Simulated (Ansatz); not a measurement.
Functionals compared on the (322) surface of bcc Ta in its 1x1 cell, outermost plane spacing 0.40 Å in the ideal cut, in Ansatz (plane waves, PAW). The structure was relaxed with PBE; the other rows are single points on it, each with its references at the same level. Cutoff 420 eV (500 eV for r2SCAN).

Model: 27-atom slab, 10.5 Å thick at the start (thin: gaps and levels are the slab's own), 8x4x1 mesh, Fermi-Dirac 0.1 eV, dipole correction, all atoms relaxed; held to the part of the start's symmetry that mesh and held atoms allow; no spin, no spin-orbit, no U. These notes are the PBE run's.

```json
[
 {"functional": "PBE", "surface energy (J/m²)": "2.72", "work function of the top face (eV)": "3.90", "rough cost of the single point": "–"},
 {"functional": "LDA", "surface energy (J/m²)": "3.02", "work function of the top face (eV)": "4.17", "rough cost of the single point": "about 8 core-minutes (a rough figure)"},
 {"functional": "PBEsol", "surface energy (J/m²)": "2.97", "work function of the top face (eV)": "3.98", "rough cost of the single point": "roughly 9 core-minutes"},
 {"functional": "RPBE", "surface energy (J/m²)": "___", "work function of the top face (eV)": "___", "rough cost of the single point": "around 10 core-minutes (rough)"},
 {"functional": "r2SCAN", "surface energy (J/m²)": "2.95", "work function of the top face (eV)": "3.88", "rough cost of the single point": "very roughly 18 core-minutes"}
]
```

### Question
What belongs in the gaps?

### Answer

- RPBE, surface energy (J/m²): 2.58
- RPBE, work function of the top face (eV): 3.76

Ansatz is a quantum-chemistry and plane-wave program.
